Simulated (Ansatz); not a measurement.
Amorphous cells of 8 compositions: the gap between the highest filled and lowest empty level at the zone centre, by PBE and by a single point of HSE06 on the same geometry (PBE, scalar-relativistic without spin-orbit coupling (plane waves to 420 eV, PAW; Ansatz, a first-principles code); exact exchange cut at the cells' faces). The networks come from melt-quench runs on the CHGNet potential at compositions and starting densities chosen by hand, with anions pushed apart in the CHGNet dynamics, and DFT then relaxed them. The cells are small and were quenched far faster than real films, so single cells scatter. Defect or tail levels can set these gaps. The rows are the first to finish with both values and no moments.

```csv
cell,PBE gap x (eV),HSE06 gap y (eV)
"A (Si24O49K2, 2.21 g/cm3)",2.22,3.80
"B (Si24O49Cu2, 2.32 g/cm3)",2.76,4.42
"C (Si24O49Na2, 2.20 g/cm3)",3.32,4.97
"D (Si24O50Zr, 2.34 g/cm3)",4.00,withheld
"E (Si24O49Zn, 2.27 g/cm3)",4.54,6.33
"F (Si24O49Li2, 2.20 g/cm3)",4.58,6.28
"G (Si24O51Al2, 2.17 g/cm3)",4.62,6.41
"H (Si24O51B2, 2.18 g/cm3)",4.99,6.82
```

### Question
Fit a straight line through the 7 full rows and predict the withheld value for D (Si24O50Zr, 2.34 g/cm3).

### Answer
Means: x = 3.861, y = 5.576. Slope = Σ(Δx Δy) / Σ(Δx²) = 7.571 / 7.026 = 1.08; the r.m.s. residual is 0.034. Prediction: 5.576 + 1.08 × (4.00 − 3.861) = 5.73. The run gave 5.74, 0.01 above the line.
